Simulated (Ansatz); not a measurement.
**monolayer PtSe$_{2}$: band-edge transport data**

```xyz
3
Lattice="3.8604 0.0000 0.0000 -1.9302 3.3432 0.0000 0.0000 0.0000 18.9820" Properties=species:S:1:pos:R:3 pbc="T T T"
Pt     0.0000     0.0000     9.4910
Se     0.0000     2.2288    10.7384
Se     1.9302     1.1144     8.2436
```

Method: PBE with spin-orbit coupling, rigid bands (plane waves, PAW; Ansatz, an electronic-structure program). Condition of this run: biaxial strain +3 % with spin-orbit coupling. Geometry: cell and atoms relaxed with PBE, then loaded as said.

- band gap: 1.13 eV
- electron conductivity mass (300 K, dilute): 0.35 mₑ
- hole conductivity mass (300 K, dilute): 0.87 mₑ
- effective density of states N_c (300 K): 2.4e13 cm⁻²
- effective density of states N_v (300 K): 6.7e13 cm⁻²
- Seebeck coefficient, n-type 1.9e12 cm⁻², 300 K: -386 μV/K
- Seebeck coefficient, p-type 1.9e12 cm⁻², 300 K: 476 μV/K

Rigid bands; masses and Seebeck coefficients take one relaxation time τ for all states and one kind of carrier; polarons and phonon drag are left out.

Model free-standing layer, not matched to a measured one here: monolayer PtSe2.
